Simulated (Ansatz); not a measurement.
Input and output of a self-consistent single point for BaB6 (Pm-3m, 7 atoms in the cell) (Ansatz, a program for electronic structure).

Level of theory: PBEsol, PAW files made with PBE (plane waves; Ansatz).

```
CELL_PARAMETERS angstrom
      4.23065     0.00000     0.00000
      0.00000     4.23065     0.00000
      0.00000     0.00000     4.23065
ATOMIC_POSITIONS crystal
  Ba 0.00000 0.00000 0.00000
  B  0.20566 0.50000 0.50000
  B  0.79434 0.50000 0.50000
  B  0.50000 0.20566 0.50000
  B  0.50000 0.79434 0.50000
  B  0.50000 0.50000 0.20566
  B  0.50000 0.50000 0.79434
```

Reference input (self-consistent single point, DFT, LDA (PW92), plane waves, PAW files made with PBE): kpoints.mp_grid.grid = 10 10 10; hamiltonian.xc = lda; hamiltonian.pseudopotentials = {kind: paw} (an earlier, softer set of the program's PAW files); scf.occupations.method = gaussian; scf.occupations.width = 0.1 eV. This run's input differs from it in these lines:

Ansatz 0.2 input:
```diff
@@ -18,3 +18,3 @@
 hamiltonian:
-  xc: lda
+  xc: pbesol
   pseudopotentials:
```

The program printed (abridged):

```
SCF iter   1: F=—  HF=-6783.482194 eV  |F-HF|=—  |Δ(HF+E_count)|=         —  Δρ=6.24e-2  dr2=5.04e0  ethr=3.10e-3  ⟨swp⟩=8.0  Hψ=7688  notcnv=0  defer=3
all-band conjugate gradients solve this SCF's bands
preconditioner: auto → Resta (q_TF=auto, 2.311 Å⁻¹)
SCF iter   2: F=—  HF=-6782.178512 eV  |F-HF|=—  |Δ(HF+E_count)|=    1.30e0  Δρ=2.98e-2  dr2=1.06e0  ethr=3.10e-3  ⟨swp⟩=3.0  Hψ=2584  notcnv=0  defer=103
   [... lines left out ...]
SCF iter   4: F=—  HF=-6781.849285 eV  |F-HF|=—  |Δ(HF+E_count)|=   1.06e-3  Δρ=7.56e-4  dr2=7.93e-4  ethr=3.86e-5  ⟨swp⟩=2.4  Hψ=2253  notcnv=0  defer=100
SCF iter   5: F=—  HF=-6781.849430 eV  |F-HF|=—  |Δ(HF+E_count)|=   1.45e-4  Δρ=1.72e-4  dr2=2.57e-5  ethr=2.83e-6  ⟨swp⟩=2.2  Hψ=1610  notcnv=0  defer=100
SCF iter   6: F=—  HF=-6781.849401 eV  |F-HF|=—  |Δ(HF+E_count)|=   2.94e-5  Δρ=2.13e-5  dr2=2.76e-7  ethr=9.18e-8  ⟨swp⟩=2.4  Hψ=1712  notcnv=0  defer=100
SCF iter   7: F=-6781.849401 eV  HF=-6781.849401 eV  |F-HF|=1.27e-9  |Δ(HF+E_count)|=   2.54e-7  Δρ=2.54e-6  dr2=4.62e-9  ethr=3.57e-10  ⟨swp⟩=12.7  Hψ=7686  notcnv=0
SCF 1 converged in 7 iterations: F = -6781.849401 eV  dr2 = 4.62e-9
Free energy (F): -6781.849401 eV
Internal energy: -6781.848368 eV  (E = F + TS)
E sigma→0 (E₀):  -6781.848885 eV
Entropy (-TS):   -0.001033 eV (-0.148 meV/atom)
Fermi energy:    9.452556 eV
--- Forces (eV/Å), atoms counted from 1 ---
  atom   1  Ba    -0.00000000     0.00000000    -0.00000000
  atom   2  B     -0.26018141     0.00000000     0.00000000
  atom   3  B      0.26018141    -0.00000000     0.00000000
  atom   4  B     -0.00000000    -0.26018141    -0.00000000
  atom   5  B      0.00000000     0.26018141     0.00000000
  atom   6  B      0.00000000    -0.00000000    -0.26018141
  atom   7  B      0.00000000     0.00000000     0.26018141
--- Stress (GPa, compression-positive) ---
        1.501932       0.000000       0.000000
        0.000000       1.501932       0.000000
        0.000000       0.000000       1.501932
  P = ⅓ Tr σ = 1.5019 GPa (15.019 kbar)
  The stress holds the Pulay correction. Without it, at fixed plane waves, as pw.x and ABINIT print it: P = 1.3639 GPa
```

The run converged in 7 iterations. Against the reference run the pressure goes from -2.39 to 1.50 GPa and the largest force goes from 0.070 to 0.260 eV/Å.

The starting cell comes from a database of computed structures (which also holds hypothetical and non-ambient phases and stackings), without a prior relaxation at this level. Its lattice was rescaled by a random factor within 2.5 % of one. Ansatz's pressure includes its estimate of the finite-basis (Pulay) stress.
